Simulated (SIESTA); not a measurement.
## Parameter sweep on Mg2ScMn3S8 (R-3m, 14 atoms in the cell)

```yaml
crystal:
  lattice:
    - [3.63694, 2.09979, 5.93401]
    - [-3.63694, 2.09979, 5.93401]
    - [0.00000, -4.19958, 5.93401]
  atoms:
    - { symbol: Mg, position: [0.87479, 0.87479, 0.87479] }
    - { symbol: Mg, position: [0.12521, 0.12521, 0.12521] }
    - { symbol: Sc, position: [0.50000, 0.50000, 0.50000] }
    - { symbol: Mn, position: [0.50000, 0.50000, 0.00000], spin: 4.0 }
    - { symbol: Mn, position: [0.00000, 0.50000, 0.50000], spin: 4.0 }
    - { symbol: Mn, position: [0.50000, 0.00000, 0.50000], spin: 4.0 }
    - { symbol: S, position: [0.73852, 0.73852, 0.73852] }
    - { symbol: S, position: [0.26148, 0.26148, 0.26148] }
    - { symbol: S, position: [0.25303, 0.25303, 0.71873] }
    - { symbol: S, position: [0.74697, 0.74697, 0.28127] }
    - { symbol: S, position: [0.71873, 0.25303, 0.25303] }
    - { symbol: S, position: [0.28127, 0.74697, 0.74697] }
    - { symbol: S, position: [0.25303, 0.71873, 0.25303] }
    - { symbol: S, position: [0.74697, 0.28127, 0.74697] }
```
(The spins are starting values, not results.)

Base run A: SIESTA 5.4.2 with GGA PBEsol, numerical atomic orbitals DZP, PseudoDojo PBEsol standard norm-conserving potentials (rewritten from UPF to PSML), self-consistent single point.

Its settings: XC.functional = GGA; XC.authors = PBEsol; potentials = PseudoDojo PBEsol standard; PAO.BasisSize = DZP; PAO.EnergyShift = 0.005 Ry; MeshCutoff = 400 Ry; kgrid.MonkhorstPack = 5 5 5 shifted by 0.5 0.5 0.5; OccupationFunction = FD; ElectronicTemperature = 100 meV; Spin = polarized; MaxSCFIterations = 150; SCF.Mixer.Method = Broyden; SCF.Mixer.Weight = 0.1; SCF.Mixer.History = 6; SCF.DM.Tolerance = 1.0E-05.

The starting cell comes from a database of computed structures (which also holds hypothetical and non-ambient phases and stackings), without a prior relaxation at this level. Its lattice was rescaled by a random factor within 2.5 % of one. The magnetic order is the one reached from the typed start; others were not searched systematically. Values carry the incompleteness of an atom-centred basis.

ΔF is the free energy per atom less that of run A. 

Runs:
- B: OccupationFunction: FD → MP; ElectronicTemperature: 100 meV → 50 meV; OccupationMPOrder: default → 0
- C: OccupationFunction: FD → MP; ElectronicTemperature: 100 meV → 200 meV; OccupationMPOrder: default → 0
- D: ElectronicTemperature: 100 meV → 50 meV
- E: OccupationFunction: FD → MP; ElectronicTemperature: 100 meV → 50 meV; OccupationMPOrder: default → 1
- F: OccupationFunction: FD → MP; ElectronicTemperature: 100 meV → 200 meV; OccupationMPOrder: default → 1

```
run  ΔF (meV/atom)  pressure (GPa)  largest force (eV/Å)  size of the net moment (μB/atom)  TS (meV/atom)
---  -------------  --------------  --------------------  --------------------------------  -------------
A             0.00            0.00                 0.396                              0.85           13.4
B              6.1            0.13                 0.388                              0.86            0.4
C              2.7            0.07                 0.390                              0.85            7.9
D              4.9            0.11                 0.388                              0.85            3.1
E              6.4            0.14                 0.387                              0.86            0.0
F              6.6            0.16                 0.383                              0.86           -0.6
```

Run E against A: The free energy rises by 6.4 meV/atom, the pressure goes from 0.00 to 0.14 GPa, the largest force hardly changes (0.396 to 0.387 eV/Å) and the size of the net moment hardly changes (0.85 to 0.86 μB/atom).

Run D against A: The free energy rises by 4.9 meV/atom, the pressure goes from 0.00 to 0.11 GPa, the largest force moves little (0.396 to 0.388 eV/Å) and the size of the net moment stays at 0.85 μB/atom.

Run C against A: The free energy goes up by 2.7 meV/atom, the pressure moves little (0.00 to 0.07 GPa), the largest force moves little (0.396 to 0.390 eV/Å) and the size of the net moment stays at 0.85 μB/atom.
